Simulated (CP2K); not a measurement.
A self-consistent single point of K2Pt (I4mm, 3 atoms in the cell) with CP2K.

Level of theory: LDA (Pade form), GPW, DZVP-MOLOPT-SR-GTH basis, GTH-PADE potentials (GTH_POTENTIALS) run with CP2K.

The change in words: lattice scaled by 0.98; KPOINTS/SCHEME: MONKHORST-PACK 3 3 3 → MONKHORST-PACK 9 9 9. Reference geometry:
```
K2Pt
1.0
    5.33176     0.00000     0.00000
    2.66588     4.61744     0.00000
    2.66588     1.53914     4.35336
K Pt
2 1
Cartesian
  7.99763   4.61744   3.26502
  2.66588   1.53915   1.08834
  0.03535   0.02041  -0.02887
```

Reference input (self-consistent single point, DFT LDA (Pade form), GPW, DZVP-MOLOPT-SR-GTH basis, GTH-PADE potentials (GTH_POTENTIALS)): CUTOFF = 500 Ry; REL_CUTOFF = 60 Ry; SMEAR/METHOD = FERMI_DIRAC; ELECTRONIC_TEMPERATURE = 580.23 K; KPOINTS/SCHEME = MONKHORST-PACK 3 3 3; XC_FUNCTIONAL = PADE; K/BASIS_SET = DZVP-MOLOPT-SR-GTH-q9; K/POTENTIAL = GTH-PADE-q9; Pt/BASIS_SET = DZVP-MOLOPT-SR-GTH-q18; Pt/POTENTIAL = GTH-PADE-q18; METHOD = GPW; EPS_DEFAULT = 1e-10. This run's input differs from it in these lines:

```diff
@@ -39,3 +39,3 @@
     &KPOINTS
-      SCHEME MONKHORST-PACK 3 3 3
+      SCHEME MONKHORST-PACK 9 9 9
     &END KPOINTS
@@ -62,5 +62,5 @@
     &CELL
-      A 5.33175600 0.00000000 0.00000000
-      B 2.66587800 4.61743600 0.00000000
-      C 2.66587800 1.53914500 4.35336100
+      A 5.22512200 0.00000000 0.00000000
+      B 2.61256100 4.52508800 0.00000000
+      C 2.61256100 1.50836300 4.26629400
       PERIODIC XYZ
```

The program printed (abridged):

```
 SCF WAVEFUNCTION OPTIMIZATION

  Step     Update method      Time    Convergence         Total energy    Change
     1 NoMix/Diag. 0.20E+00      -     0.80097876      -177.4578156657 -1.77E+02
     2 Broy./Diag. 0.20E+00      -     0.05694228      -177.0015234060  4.56E-01
     3 Broy./Diag. 0.20E+00      -     0.05992350      -177.2748798062 -2.73E-01
     4 Broy./Diag. 0.20E+00      -     0.03648812      -177.2452888662  2.96E-02
     5 Broy./Diag. 0.20E+00      -     0.01344162      -177.0188318690  2.26E-01
     6 Broy./Diag. 0.20E+00      -     0.00821693      -177.1853032856 -1.66E-01
   [... 3 lines left out ...]
    10 Broy./Diag. 0.20E+00      -     0.00008352      -177.1827065611 -2.88E-03
    11 Broy./Diag. 0.20E+00      -     0.00005871      -177.1819299776  7.77E-04
    12 Broy./Diag. 0.20E+00      -     0.00002507      -177.1823974232 -4.67E-04
    13 Broy./Diag. 0.20E+00      -     0.00000045      -177.1825485034 -1.51E-04
  *** SCF run converged in    13 steps ***

  Overlap energy of the core charge distribution:               0.00000000000000
  Self energy of the core charge distribution:               -297.04581573789369
  Core Hamiltonian energy:                                     67.75749436091644
  Hartree energy:                                              72.24608039210801
  Exchange-correlation energy:                                -20.14030751132074
  Electronic entropic energy:                                  -0.00000000716243
  Fermi energy:                                                 0.14332308840420

  Total energy:                                              -177.18254850335219
  Total energy (extrapolated to T->0):                       -177.18254849977097

                     Mulliken Population Analysis

   [... lines left out ...]

 STRESS| Analytical stress tensor [bar]
 STRESS|                        x                   y                   z
 STRESS|      x       -8.50155291872E+03  -3.64205639731E+01   5.15308083151E+01
 STRESS|      y       -3.64205639731E+01  -8.45947023126E+03   2.97292316428E+01
 STRESS|      z        5.15308083151E+01   2.97292316428E+01  -8.48050597100E+03
 STRESS| 1/3 Trace                                            -8.48050970699E+03
```

The run converged in 13 iterations. Against the reference run the free energy goes down by 12.7 meV/atom, the pressure goes from -1.71 to -0.85 GPa, the largest force goes from 0.069 to 0.087 eV/Å and the gap on the mesh goes from 1.853 to 1.439 eV.

The starting cell comes from a database of computed structures (which also holds hypothetical and non-ambient phases and stackings), without a prior relaxation at this level. Its lattice was rescaled by up to half a per cent. One atom was moved a little off its site on purpose. For this run, on top of that: lattice scaled by 0.98. Spin-orbit coupling is off. Values carry the incompleteness of an atom-centred basis. Another mesh or the band path of this cell gives a smaller gap, so this value is not converged in the mesh.

Cost on one core of a shared machine: roughly 40 s.
